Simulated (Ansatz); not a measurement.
Base system: Rh in the fcc (Cu type) structure (space group Fm-3m, No. 225; a = 3.802 Å; relaxed with 0.1 eV smearing). Axes: x, y, z lie along the cube axes.

Computed with Ansatz (an electronic-structure program), r2SCAN, PAW, cutoff 500 eV, no SOC.

Base values:

Pressure: 0.0 GPa
Shortest interatomic distance: 2.688 Å

Perturbation: uniaxial strain ε_zz = +1.00 %, all other strain components held at zero; the atoms relax in the strained cell.

Q: What happens to the pressure?

A: The pressure (mean of the normal stresses, compression positive) goes from zero to -2.7 GPa.

Q: What happens to the energy relative to the base?

A: The energy rises by 1.9 meV/atom.

Q: Predict the new shortest interatomic distance.

A: The shortest interatomic distance stays 2.688 Å.

Whether these cells are dynamically stable was not tested. All final runs are without spin polarisation.
